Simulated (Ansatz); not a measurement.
**Habitual settings against a tight run: HfC (Fm-3m, 2 atoms in the cell)**

Self-consistent single point.

```yaml
crystal:
  lattice:
    - [0.00000, 2.27775, 2.27775]
    - [2.27775, 0.00000, 2.27775]
    - [2.27775, 2.27775, 0.00000]
  atoms:
    - { symbol: Hf, position: [0.00000, 0.00000, 0.00000] }
    - { symbol: C, position: [0.50000, 0.50000, 0.50000] }
```

Method: PBE, PAW files (plane waves; Ansatz, a first-principles code).

Base settings: basis.ecutwfc = 420 eV; kpoints.mp_grid.grid = 10 10 10; hamiltonian.xc = pbe; hamiltonian.pseudopotentials = {kind: paw} (the program's default PAW files); scf.occupations.method = fermi_dirac; scf.occupations.width = 0.1 eV.

Tight run (finer mesh or higher cutoff; not a proven limit): basis.ecutwfc: 420 eV → 590 eV; kpoints.mp_grid.grid: 10 10 10 → 14 14 14; scf.convergence.dr2_threshold: default (1e-07 eV) → 1e-09 eV. It gave Fermi level (on the code's own zero) 19.85 eV; pressure 16.49 GPa.

Quick runs, as changes from the base:
- A: the base itself
- B: basis.ecutwfc: 420 eV → 250 eV; kpoints.mp_grid.grid: 10 10 10 → 6 6 6; scf.occupations.method: fermi_dirac → cold; scf.occupations.width: 0.1 eV → 0.2 eV
- C: basis.ecutwfc: 420 eV → 295 eV; kpoints.mp_grid.grid: 10 10 10 → 8 8 8
- D: basis.ecutwfc: 420 eV → 210 eV; kpoints.mp_grid.grid: 10 10 10 → 2 2 2; hamiltonian.xc: pbe → lda; scf.occupations.width: 0.1 eV → 0.136 eV; scf.convergence.dr2_threshold: default (1e-07 eV) → 0.0001 eV [LDA (PW92)]
- E: basis.ecutwfc: 420 eV → 210 eV; kpoints.mp_grid.grid: 10 10 10 → 8 8 8; scf.occupations.width: 0.1 eV → 0.272 eV; scf.convergence.dr2_threshold: default (1e-07 eV) → 0.001 eV
- F: basis.ecutwfc: 420 eV → 250 eV; kpoints.mp_grid.grid: 10 10 10 → 1 1 1; scf.occupations.method: fermi_dirac → gaussian; scf.occupations.width: 0.1 eV → 0.272 eV; scf.convergence.dr2_threshold: default (1e-07 eV) → 0.0001 eV

Energies are extrapolated to zero smearing width, which holds to low order in the width alone.

Dashes: energy of D, another energy zero.

† marks runs with another functional, U, potentials or spin treatment: their distance from the tight run is not a convergence error alone.

The count of work is k-points × plane waves × bands × iterations; it is no time. 

Pressures in the table are Ansatz's without its Pulay estimate, at a fixed set of plane waves; the tight run's value above holds the estimate.

The starting cell comes from a database of computed structures (which also holds hypothetical and non-ambient phases and stackings), without a prior relaxation at this level. Its lattice was rescaled by a random factor within 2.5 % of one. In the base run, with a pressure of about 17 GPa the cell is away from its equilibrium volume at this level.

| run | energy less tight (meV/atom) | pressure less tight (GPa) | count of work / tight |
|---|---|---|---|
| A | 3.1 | -0.13 | 0.22 |
| B | 618.4 | -46.27 | 0.026 |
| C | 118.4 | -11.35 | 0.074 |
| D† | – | -134.65 | 0.0046 |
| E | 2101.6 | -119.74 | 0.033 |
| F | 11772.6 | 29.17 | 0.0035 |

Among the runs at the tight run's level, the energy misses run from 3.1 to 11772.6 meV/atom.

Keys are those of Ansatz 0.2.
